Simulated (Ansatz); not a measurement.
**Migration barriers: interstitial C in monoclinic HfO2, neutral cell**

System: interstitial C in monoclinic HfO2 (neutral cell). All values below come from PBE, PAW (plane waves to 420 eV; Ansatz, a quantum-chemistry and plane-wave program).

96-site cell at the relaxed PBE lattice, the Γ point alone, smearing 0.01 eV, spin-restricted, no finite-size correction. No zero-point or tunnelling terms. Spin-orbit coupling is left out. The charge state is imposed; whether it is stable for some Fermi level was not computed. Sites that were not tried may lie lower.

Barriers: single points on a 2×2×2 k-point mesh shifted by half a step at the bands' geometries.

| Route | Start site over the lowest site run (eV) | Hop (Å) | Forward barrier (eV) | Backward barrier (eV) | Neighbours at the start | Neighbours at the saddle | Saddle order | Forward, on the band's own sampling (eV) |
|---|---|---|---|---|---|---|---|---|
| a concerted move, in which C travels most | 0.00 | 3.01 | 1.55 | 1.55 | O at 1.35 Å | Hf at 2.17; O at 1.27 Å | not checked | 1.57 |

Paths come from nudged elastic bands with a climbing image.
